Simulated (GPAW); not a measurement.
Worked example: self-consistent single point of NbRu (P4mm, 2 atoms in the cell) in GPAW.

Method of the run: LDA (Perdew-Wang 92), real-space grid, GPAW PAW datasets LDA (gpaw-data 1.0.1) in GPAW.

The change in words: lattice scaled by 0.98; h: 0.18 Å → 0.127 Å; setups: default → {Nb: 5}. Reference geometry:
```
NbRu
1.0
    3.06874     0.00000     0.00000
    0.00000     3.06874     0.00000
    0.00000     0.00000     3.44215
Nb Ru
1 1
Cartesian
  0.00000   0.00000   0.05000
  1.53437   1.53437   1.72107
```

Reference input (self-consistent single point, DFT LDA (Perdew-Wang 92), real-space grid, GPAW PAW datasets LDA (gpaw-data 1.0.1)): mode = fd; h = 0.18 Å; xc = LDA; kpts = 4 4 4; mesh shift (steps) = 0 0 0; occupations.name = fermi-dirac; occupations.width = 0.1 eV; nbands = -6; convergence.density = 1e-05 e/electron; convergence.energy = 1e-05 eV/electron; symmetry.symmorphic = false; symmetry.tolerance = 0.0005. This run's input differs from it in these lines:

```diff
@@ -4,5 +4,5 @@
 atoms = Atoms(['Nb', 'Ru'],
-              cell=[[3.068737, 0.000000, 0.000000],
-                    [0.000000, 3.068737, 0.000000],
-                    [0.000000, 0.000000, 3.442145]],
+              cell=[[3.007362, 0.000000, 0.000000],
+                    [0.000000, 3.007362, 0.000000],
+                    [0.000000, 0.000000, 3.373302]],
               scaled_positions=[[0.000000, 0.000000, 0.014526],
@@ -12,4 +12,5 @@
 calc = GPAW(mode='fd',
-            h=0.18,
+            h=0.127,
             xc='LDA',
+            setups={'Nb': '5'},
             kpts={'size': (4, 4, 4), 'gamma': True},
```

Log, with long lists cut:

```
     iter     time        total  log10-change:
                         energy   eigst   dens
iter:   1 --:--:--   -23.923192
iter:   2 --:--:--   -23.851071   +0.20  -1.17
iter:   3 --:--:--   -22.888270   -0.34  -1.18
iter:   4 --:--:--   -22.511828   -0.32  -1.40
iter:   5 --:--:--   -22.508396   -0.69  -2.01
   [... 24 lines left out ...]
iter:  30 --:--:--   -22.488195   -2.70  -2.82
iter:  31 --:--:--   -22.488508   -2.73  -2.82
iter:  32 --:--:--   -22.488226   -2.42  -2.86
iter:  33 --:--:--   -22.488260   -2.49  -3.15
iter:  34 --:--:--   -22.488234c  -2.47  -3.42
iter:  35 --:--:--   -22.488283c  -2.52  -3.69
   [... lines left out ...]
iter: 100 --:--:--   -22.488849c  -5.74  -5.13c

Did not converge!

Here are some tips:

1) Make sure the geometry and spin-state is physically sound.
2) Use less aggressive density mixing.
3) Solve the eigenvalue problem more accurately at each scf-step.
4) Use a smoother distribution function for the occupation numbers.
5) Try adding more empty states.
6) Use enough k-points.
7) Don't let your structure optimization algorithm take too large steps.
8) Solve the Poisson equation more accurately.
9) Better initial guess for the wave functions.

See details here:

    https://gpaw.readthedocs.io/documentation/convergence.html
Traceback (most recent call last):
   [... frames left out ...]
gpaw.KohnShamConvergenceError: Did not converge!  See text output for help.
```

The run ended unconverged after 100 iterations. 

The starting cell comes from a database of computed structures (which also holds hypothetical and non-ambient phases and stackings), without a prior relaxation at this level. Its lattice was rescaled by up to half a per cent. One atom was moved a little off its site on purpose. For this run, on top of that: lattice scaled by 0.98.

Cost on one core of a shared machine: roughly 6 min.
